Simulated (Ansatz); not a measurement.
Tl4HgI6 (P4/mnc, No. 128) was calculated with r²SCAN+SOC in Ansatz (plane waves, PAW).

Settings: plane-wave cutoff 560 eV, 4×4×4 k mesh, Fermi–Dirac smearing 0.01 eV, PAW data made under PBE.

Cell (measured lattice):

HgTl4I6 is modelled in the tetragonal space group P4/mnc (No. 128), Pearson symbol tP22. Cell: a = b = 9.446 Å, c = 9.260 Å, α = β = γ = 90.00°. Tl on 8g has 8 I at 3.500–3.776 Å. I1 on 4e is surrounded by 1 Hg at 2.637 Å and 4 Tl at 3.629 Å (square pyramidal). Hg on 2a is coordinated by 2 I at 2.637 Å and 4 I at 3.412 Å (octahedral). I2 on 8h is coordinated by 1 Hg at 3.412 Å and 6 Tl at 3.500–3.776 Å. (Neighbours: up to the widest gap in distance over summed covalent radii, below 1.35, at either atom; cation-cation and far metal-metal contacts left out.)

Predict the band gap.


band gap: 1.49 eV (on the SCF k mesh)

Note: cell and atoms aren't relaxed at this level (largest force component 0.33 eV/Å, pressure 0.6 GPa).

Static lattice: no zero-point or thermal effects.

Ansatz is an electronic-structure program.
